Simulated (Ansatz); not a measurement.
A self-consistent single point of Cr (P-3m1, 2 atoms in the cell) with Ansatz (a first-principles code).

Level of theory: LDA (PW92), harder PAW files (source: ansatz) made with PBE (plane waves; Ansatz).

```xyz
2
Lattice="2.4363 0.0000 0.0000 -1.2181 2.1099 0.0000 0.0000 0.0000 4.4682" Properties=species:S:1:pos:R:3 pbc="T T T"
Cr     0.0000     1.4066     1.1671
Cr     1.2181     0.7033     3.3512
```

Reference input (self-consistent single point, DFT, LDA (PW92), plane waves, default PAW files made with PBE): basis.ecutwfc = 420 eV; kpoints.mp_grid.grid = 15 15 8; hamiltonian.xc = lda; hamiltonian.pseudopotentials = {kind: paw} (the program's default PAW files); scf.occupations.method = gaussian; scf.occupations.width = 0.1 eV. This run's input differs from it in these lines:

Ansatz 0.2 input:
```diff
@@ -10,3 +10,3 @@
 basis:
-  ecutwfc: 420.0
+  ecutwfc: 930.0
 kpoints:
@@ -18,2 +18,3 @@
     kind: paw
+    source: ansatz
 scf:
```

The program printed (abridged):

```
SCF iter   1: F=—  HF=-6648.670960 eV  |F-HF|=—  |Δ(HF+E_count)|=         —  Δρ=2.46e-1  dr2=1.12e1  ethr=3.10e-3  ⟨swp⟩=3.9  Hψ=13533  notcnv=0
all-band conjugate gradients solve this SCF's bands
preconditioner: auto → none
SCF iter   2: F=—  HF=-6645.758087 eV  |F-HF|=—  |Δ(HF+E_count)|=    2.91e0  Δρ=8.58e-2  dr2=1.31e0  ethr=3.10e-3  ⟨swp⟩=3.0  Hψ=8941  notcnv=0  defer=5
   [... lines left out ...]
SCF iter   5: F=—  HF=-6645.369260 eV  |F-HF|=—  |Δ(HF+E_count)|=   7.74e-3  Δρ=1.11e-3  dr2=9.87e-5  ethr=8.06e-5  ⟨swp⟩=2.0  Hψ=4876  notcnv=0  defer=11
SCF iter   6: F=—  HF=-6645.369291 eV  |F-HF|=—  |Δ(HF+E_count)|=   3.13e-5  Δρ=3.82e-4  dr2=1.58e-5  ethr=3.52e-7  ⟨swp⟩=2.0  Hψ=6281  notcnv=0  defer=11
SCF iter   7: F=—  HF=-6645.369296 eV  |F-HF|=—  |Δ(HF+E_count)|=   5.01e-6  Δρ=9.77e-5  dr2=1.32e-6  ethr=5.66e-8  ⟨swp⟩=2.0  Hψ=4557  notcnv=0  defer=11
SCF iter   8: F=-6645.369297 eV  HF=-6645.369297 eV  |F-HF|=2.37e-9  |Δ(HF+E_count)|=   1.13e-7  Δρ=7.28e-6  dr2=2.92e-9  ethr=3.57e-10  ⟨swp⟩=3.5  Hψ=14283  notcnv=0
SCF 1 converged in 8 iterations: F = -6645.369297 eV  dr2 = 2.92e-9
Free energy (F): -6645.369297 eV
Internal energy: -6645.352474 eV  (E = F + TS)
E sigma→0 (E₀):  -6645.360885 eV
Entropy (-TS):   -0.016822 eV (-8.411 meV/atom)
Fermi energy:    19.007602 eV
--- Forces (eV/Å), atoms counted from 1 ---
  atom   1  Cr     0.00000000     0.00000000    -0.55962231
  atom   2  Cr    -0.00000000     0.00000000     0.55962231
--- Stress (GPa, compression-positive) ---
       -4.483917       0.000000      -0.000000
        0.000000      -4.483917       0.000000
       -0.000000       0.000000     -10.858994
  P = ⅓ Tr σ = -6.6089 GPa (-66.089 kbar)
  The stress holds the Pulay correction. Without it, at fixed plane waves, as pw.x and ABINIT print it: P = -6.7091 GPa
```

The run converged in 8 iterations. Against the reference run the pressure hardly changes (-6.69 to -6.61 GPa) and the largest force hardly changes (0.558 to 0.560 eV/Å).

The starting cell comes from a database of computed structures (which also holds hypothetical and non-ambient phases and stackings), without a prior relaxation at this level. Its lattice was rescaled by up to half a per cent. One atom was moved a little off its site on purpose. Spin polarisation is off. Ansatz's pressure includes its estimate of the finite-basis (Pulay) stress.
